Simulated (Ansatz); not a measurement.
Results of LDA (PAW; Ansatz, a quantum-chemistry and plane-wave program) for MoS₂ (R3m, No. 160, 3 atoms in the cell; start mp-1434; a measured phase of this formula has another space group).

Numerical settings: plane-wave cutoff 520 eV, 12×12×12 k mesh, Fermi–Dirac smearing 0.01 eV, no spin polarisation, scalar-relativistic PAW data made under PBE.

Cell (relaxed at this level):

```xyz
3
Lattice="1.5632 0.9025 5.9921 -1.5632 0.9025 5.9921 0.0000 -1.8050 5.9921" Properties=species:S:1:pos:R:3 pbc="T T T"
Mo     0.0000     0.0000    17.9719
S      0.0000     0.0000     7.5405
S      0.0000     0.0000     4.4364
```

### Question
What does this level give for the band gap and direct gap at Γ?

### Answer

band gap: 0.74 eV (on the SCF k mesh)
direct gap at Γ: 3.12 eV

Note: the relaxation could not lower the start's symmetry, so the cell can be a saddle point above a distorted one.

Spin–orbit coupling is not included.

It cost very roughly 2.4 core-minutes of CPU time.

A start named mp-… is a Materials Project structure, which need not be a measured phase.
